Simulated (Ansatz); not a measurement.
SiCl3 on the (111) surface of germanium (2x2 Ge adatom at T4; a constructed slab, bottom: 4 H on 4 bottom sites), one in a cell of 57 Å², started at the site 'bridge Ge-Ge (span 4.7 Å)'

Calculation: PBE (plane waves to 420 eV, PAW; Ansatz, a first-principles code).

Slab: 41 atoms, 13.7 Å thick at the start with caps and adatoms under the adsorbate (thin: gaps and levels are the slab's own); k 3x3x1, smearing 0.01 eV, dipole-corrected; 20 atoms held, the rest relaxed; no symmetry held; spin-polarised, no spin-orbit, no U, no dispersion correction. The slab shows no gap over 0.04 eV on its mesh. The starting moment vanished. At the end it is bonded to Ge. In PBE it is, or lies within 0.03 eV of, the lowest of the starts that converged.

The adsorption energy against SiCl4(g) − ½ Cl2(g) is 1.12 eV and the work function of the top face is 4.75 eV. The change of the work function is 0.37 eV and the change of the step from the bottom to the top vacuum level, against the clean slab comes out as 0.37 eV. The energy released by relaxation is 2.23 eV and the height of the binding atom over the mean of the host atoms within 0.3 Å of the top one is 0.896 Å. The nearest host atoms of the binding atom is Ge at 2.42 Å, Ge at 3.95 Å, Ge at 3.95 Å and the largest move of a host atom comes out as 0.57 Å. The caution comes out as the clean host was not checked against rearrangement in a larger or rattled cell and the note comes out as in the relaxation the adsorbate left its starting site by 2.3 Å. The cost is about 11 core-hours (a rough figure).

A negative adsorption energy means that the adsorbate is more stable on the surface than in its reference.
